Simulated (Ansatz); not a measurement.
The reference is Nb in the bcc (W type) structure (space group Im-3m, No. 229; a = 3.247 Å).

Structures relaxed with LDA in Ansatz (plane waves to 420 eV, PAW, no spin-orbit coupling).

Base:

Simulated powder pattern, Cu Kα, λ = 1.54184 Å (kinematic, ideal powder, no thermal factors, no anomalous dispersion; the 10 strongest lines at most, above 2 %, up to 2θ = 90°):

```
2θ (°)  I/Imax (%)    hkl
------  ----------  -----
39.24          100  (110)
56.70           17  (200)
71.12           33  (211)
84.37           11  (220)
```

Modification: a hydrostatic pressure of 2.1 GPa.

After the change:

Simulated powder pattern, Cu Kα, λ = 1.54184 Å (kinematic, ideal powder, no thermal factors, no anomalous dispersion; the 10 strongest lines at most, above 2 %, up to 2θ = 90°):

```json
[
 {"2θ (°)": "39.38", "I/Imax (%)": "100", "hkl": "(110)"},
 {"2θ (°)": "56.92", "I/Imax (%)": "17", "hkl": "(200)"},
 {"2θ (°)": "71.41", "I/Imax (%)": "33", "hkl": "(211)"},
 {"2θ (°)": "84.74", "I/Imax (%)": "11", "hkl": "(220)"}
]
```

The indices refer to the base's conventional cell; one index is shown for lines that coincide.

Load acts through the strain it causes; cell and atoms are relaxed under it. Stability against distortions was not tested. The final runs are not spin-polarised.

Ansatz is an electronic-structure program.
